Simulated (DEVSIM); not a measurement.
System: Mo/SiO2/p-Ge capacitor, at 300 K.

```
layer (left to right)  material  thickness (nm)  Na (cm⁻³)
---------------------  --------  --------------  ---------
1                          SiO2            13.0          -
2                            Ge             830     5.1e17
```

Metal gate on the left, work function 4.6 eV. Fixed charge at the semiconductor interface -1.5e11 cm⁻² (in units of +e); no interface traps.

This is a model device: material constants are rounded textbook-type values typed into the input, and sizes, dopings and lifetimes were drawn at random. Values at 300 K.

```csv
parameter,SiO2,Ge
gap (eV),9,0.664
affinity (eV),0.9,4
permittivity,3.9,16
Nc (cm⁻³),-,1.04e19
Nv (cm⁻³),-,6e18
```

Simulated with DEVSIM: 1D Poisson equation in equilibrium, Boltzmann statistics, complete ionisation; no quantum confinement or tunnelling. Metal contacts follow the ideal Schottky-Mott rule: no Fermi-level pinning, no interface dipoles.

Base results: minimum of the low-frequency capacitance (μF/cm²) 0.159; flat-band voltage (V) 0.09.

Task: What follows from this one change: fixed charge -1.5e+11 → 3.9e+11 cm^-2?

Result: minimum of the low-frequency capacitance little changed (0.159 μF/cm²); flat-band voltage 0.09 → -0.24 V.

Task: What follows from this one change: substrate doping 5.1e+17 → 1e+18 cm^-3?

Result: minimum of the low-frequency capacitance 0.159 → 0.176 μF/cm²; flat-band voltage 0.09 → 0.07 V.
